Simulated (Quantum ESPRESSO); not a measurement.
Worked example: self-consistent single point of WSi2 (I4/mmm, 3 atoms in the cell) in Quantum ESPRESSO.

Method: PBEsol, GBRV 1.5 ultrasoft (PBESOL) pseudopotentials (plane waves; Quantum ESPRESSO).

```
CELL_PARAMETERS angstrom
     -1.62153     1.62153     3.95532
      1.62153    -1.62153     3.95532
      1.62153     1.62153    -3.95532
ATOMIC_POSITIONS crystal
  Si 0.66500 0.66500 0.00000
  Si 0.33500 0.33500 0.00000
  W  0.00000 0.00000 0.00000
```

Reference input (self-consistent single point, DFT, PBEsol, plane waves, GBRV 1.5 ultrasoft (PBESOL) pseudopotentials): ecutwfc = 40 Ry; ecutrho = 320 Ry; occupations = smearing; smearing = fermi-dirac; degauss = 0.0073499 Ry; potentials = {Si: si_pbesol_v1.uspp.F.UPF, W: w_pbesol_v1.2.uspp.F.UPF}; K_POINTS = automatic 11 11 11 1 1 1; conv_thr = 1e-10 Ry. This run's input differs from it in these lines:

```diff
@@ -15,4 +15,4 @@
   occupations = 'smearing'
-  smearing = 'fermi-dirac'
-  degauss = 0.0073499
+  smearing = 'methfessel-paxton'
+  degauss = 0.0036749
 /
```

Output, abridged:

```
     Self-consistent Calculation

     iteration #  1     ecut=    40.00 Ry     beta= 0.70
     Minimization algorithm failed to find Fermi energy: reverting to bisection
     Possible cause: smearing is larger than the electronic band-gap.

     Threshold (ethr) on eigenvalues was too large:
     Diagonalizing with lowered threshold

     negative rho (up, down):  6.352E-02 0.000E+00

     total energy              =    -178.24794853 Ry
     estimated scf accuracy    <       0.04847825 Ry

     iteration #  2     ecut=    40.00 Ry     beta= 0.70

     negative rho (up, down):  6.470E-02 0.000E+00

     total energy              =    -178.24879389 Ry
     estimated scf accuracy    <       0.01975564 Ry

     iteration #  3     ecut=    40.00 Ry     beta= 0.70

     negative rho (up, down):  6.503E-02 0.000E+00

     total energy              =    -178.25426927 Ry
     estimated scf accuracy    <       0.01201334 Ry

   [... 4 blocks of this kind left out ...]

     iteration #  8     ecut=    40.00 Ry     beta= 0.70

     negative rho (up, down):  6.496E-02 0.000E+00

     total energy              =    -178.25631360 Ry
     estimated scf accuracy    <          2.5E-10 Ry

     iteration #  9     ecut=    40.00 Ry     beta= 0.70

     negative rho (up, down):  6.496E-02 0.000E+00
     End of self-consistent calculation

     Number of k-points >= 100: set verbosity='high' to print the bands.

     the Fermi energy is    16.1011 ev

!    total energy              =    -178.25631360 Ry
     estimated scf accuracy    <          9.7E-11 Ry
     smearing contrib. (-TS)   =       0.00000276 Ry
     internal energy E=F+TS    =    -178.25631636 Ry

     convergence has been achieved in   9 iterations

     negative rho (up, down):  6.496E-02 0.000E+00

     Forces acting on atoms (cartesian axes, Ry/au):

     atom    1 type  1   force =     0.00000000    0.00000000    0.00065872
     atom    2 type  1   force =     0.00000000    0.00000000   -0.00065872
     atom    3 type  2   force =     0.00000000    0.00000000    0.00000000

     Total force =     0.000932     Total SCF correction =     0.000005

     negative rho (up, down):  6.496E-02 0.000E+00
          total   stress  (Ry/bohr**3)                   (kbar)     P=      -93.48
  -0.00062330   0.00000000   0.00000000          -91.69        0.00        0.00
   0.00000000  -0.00062330   0.00000000            0.00      -91.69        0.00
   0.00000000   0.00000000  -0.00065981            0.00        0.00      -97.06

   JOB DONE.
```

The run converged in 9 iterations. Against the reference run the free energy goes up by 2.1 meV/atom, the pressure hardly changes (-9.27 to -9.35 GPa) and the largest force goes from 0.007 to 0.017 eV/Å.

The starting cell has typed, rounded lattice constants, without a prior relaxation at this level. Its lattice was rescaled by a random factor within 2.5 % of one. Spin polarisation is off. With a pressure of about -9 GPa the cell is away from its equilibrium volume at this level.

Cost on one core of a shared machine: roughly 40 s.
